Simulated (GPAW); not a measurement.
Worked example: self-consistent single point of MnZn₃ (P-6m2, 4 atoms in the cell) in GPAW.

Level of theory: LDA (Perdew-Wang 92), GPAW PAW datasets LDA (gpaw-data 1.0.1) (plane waves; GPAW).

```xyz
4
Lattice="2.7250 0.0000 0.0000 -1.3625 2.3599 0.0000 0.0000 0.0000 8.7621" Properties=species:S:1:pos:R:3 pbc="T T T"
Mn     1.3625     0.7866     0.0000
Zn     1.3625     0.7866     4.3811
Zn     0.0000     1.5733     2.1153
Zn     0.0000     1.5733     6.6468
```
Moments meant for the start (each program seeds them in its own way; μB, in the order of the atoms Mn Zn Zn Zn): 4.0 0.0 0.0 0.0.

Reference input (self-consistent single point, DFT PBEsol, plane waves, GPAW PAW datasets PBEsol (made by gpaw-setup)): spinpol = true; mode = pw; ecut = 800 eV; xc = PBEsol; kpts = 11 11 3; mesh shift (steps) = 0 0 0; occupations.name = methfessel-paxton; occupations.width = 0.1 eV; occupations.order = 0; nbands = -8; convergence.density = 1e-05 e/electron; convergence.energy = 1e-05 eV/electron. This run's input differs from it in these lines:

```diff
@@ -18,3 +18,3 @@
             mode={'name': 'pw', 'ecut': 800},
-            xc='PBEsol',
+            xc='LDA',
             kpts=(11, 11, 3),
```

Its files differ too (potentials: GPAW PAW datasets LDA (gpaw-data 1.0.1)).

Output (repeated stretches shortened):

```
     iter     time        total  log10-change:  magmom
                         energy   eigst   dens
iter:   1 --:--:--   -19.014771                   +4.0038
iter:   2 --:--:--   -16.622800   -0.16  -1.34    +2.7785
iter:   3 --:--:--   -16.492074   -1.26  -1.55    +2.4514
iter:   4 --:--:--   -16.485818   -0.97  -1.56    +2.2221
iter:   5 --:--:--   -16.418118   -2.33  -1.79    +2.3033
   [... 4 lines left out ...]
iter:  10 --:--:--   -16.157645   -3.13  -2.62    +2.2327
iter:  11 --:--:--   -16.157843   -3.96  -3.10    +2.2310
iter:  12 --:--:--   -16.157297   -5.22  -3.27    +2.2325
   [... lines left out ...]
iter:  16 --:--:--   -16.156730c  -5.28  -3.73    +2.2339
iter:  17 --:--:--   -16.156730c  -6.82  -3.84    +2.2342
iter:  18 --:--:--   -16.156720c  -6.80  -3.94    +2.2344
iter:  19 --:--:--   -16.156711c  -6.52  -3.97    +2.2342
iter:  20 --:--:--   -16.156713c  -6.35  -4.05    +2.2349
iter:  21 --:--:--   -16.156716c  -6.90  -4.28    +2.2353
iter:  22 --:--:--   -16.156713c  -7.11  -4.41    +2.2354
iter:  23 --:--:--   -16.156713c  -7.05  -4.61    +2.2354
iter:  24 --:--:--   -16.156712c  -8.62c -4.81    +2.2355
iter:  25 --:--:--   -16.156713c  -6.97  -4.90    +2.2355
iter:  26 --:--:--   -16.156713c  -8.65c -5.24c   +2.2355
Converged after 26 iterations.

Dipole moment: (0.321717, -0.185743, -0.000000) |e|*Ang

Total magnetic moment: (0.000000, 0.000000, 2.235471)
Local magnetic moments:
   0 Mn ( 0.000000,  0.000000,  2.272890)
   1 Zn ( 0.000000,  0.000000, -0.021087)
   2 Zn ( 0.000000,  0.000000, -0.040487)
   3 Zn ( 0.000000,  0.000000, -0.040487)

Energy contributions relative to reference atoms: (reference = -177819.177085)

Kinetic:        -13.168733
Potential:      +17.180682
External:        +0.000000
XC:             -20.251083
Entropy (-ST):   -0.012515
Local:           +0.088679
SIC:             +0.000000
--------------------------
Free energy:    -16.162971
Extrapolated:   -16.156713

Spin contamination: 0.163714 electrons
Showing only first 2 kpts
                      Up                     Down
   [... lines left out ...]
Fermi level: 6.85055
No gap
   [... lines left out ...]
Energy (eV): -16.156713

Forces in eV/Ang:
  0 Mn    0.00000    0.00000    0.00000
  1 Zn    0.00000   -0.00000    0.00000
  2 Zn    0.00000    0.00000   -0.17612
  3 Zn   -0.00000    0.00000    0.17612

Stress tensor:
     0.075589    -0.000000     0.000000
    -0.000000     0.075589     0.000000
     0.000000     0.000000     0.077252
Stress (GPa, Voigt): [12.1108 12.1108 12.3771  0.      0.     -0.    ]
```

The run converged in 26 iterations. GPAW prints stress with tension positive. Against the reference run the pressure goes from -6.64 to -12.20 GPa, the largest force goes from 0.050 to 0.176 eV/Å and the size of the net moment goes from 0.60 to 0.56 μB/atom.

The starting cell comes from a database of computed structures (which also holds hypothetical and non-ambient phases and stackings), without a prior relaxation at this level. With one magnetic atom in the cell only a parallel order is possible. With a pressure of about -12 GPa the cell is away from its equilibrium volume at this level.

Cost on one core of a shared machine: roughly 2 min.
